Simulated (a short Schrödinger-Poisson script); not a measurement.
Solved with a short Schrödinger-Poisson script written for these runs: one-band effective-mass equation with BenDaniel-Duke matching, electrons, heavy and light holes apart, hard walls at the outer ends, one valence edge for both holes (no strain splitting), no charge, excitons, band mixing or non-parabolicity; under a field the levels are quasi-bound states of a box, listed while three quarters of their weight lies within 4 nm of the wells.

Stack: coupled double GaAs/Al0.1Ga0.9As quantum well.

From the first side: 20 nm Al0.1Ga0.9As; 6 nm GaAs; 3 nm Al0.1Ga0.9As; 6 nm GaAs; 20 nm Al0.1Ga0.9As.

Constants are typed, rounded textbook-type inputs, not results; the design itself was drawn at random and stands for no fabricated device. GaAs: direct gap (eV) 1.424, conduction-band edge (eV) 0, electron mass (mₑ) 0.067, heavy-hole mass 0.377, light-hole mass 0.09. Al0.1Ga0.9As: direct gap (eV) 1.549, conduction-band edge (eV) 0.079, electron mass (mₑ) 0.0753, heavy-hole mass 0.387, light-hole mass 0.099.

The valence-band edge of each layer lies one gap below its conduction-band edge. The electron's potential energy rises along the stack by the applied field. Mesh 0.03 nm at interfaces.

### Question
Give the e2 − e1 (meV); the hh1 − lh1 (meV); the e1 above the well's band edge (meV).

### Answer
e2 − e1 (meV): 19.4; hh1 − lh1 (meV): 8.0; e1 above the well's band edge (meV): 29.7. Excitons are left out, and strain enters only through the typed gaps and offsets, so measured lines lie elsewhere.
